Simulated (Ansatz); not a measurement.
Take Au in the fcc (Cu type) structure (space group Fm-3m, No. 225; a = 4.083 Å; relaxed with 0.1 eV smearing) as the base.

Method: plane-wave PAW DFT at the PBEsol level (Ansatz, an electronic-structure program, 420 eV), spin-orbit coupling left out.

Base values:

The pressure is 0.0 GPa.

Now apply this change: an isotropic linear strain of −0.50 %, atoms relaxed at fixed cell.

### Question
Estimate the effect on the energy relative to the base and pressure.

### Answer
The energy grows by 2.1 meV/atom; the pressure goes from zero to 2.7 GPa.

Stability against distortions was not tested.
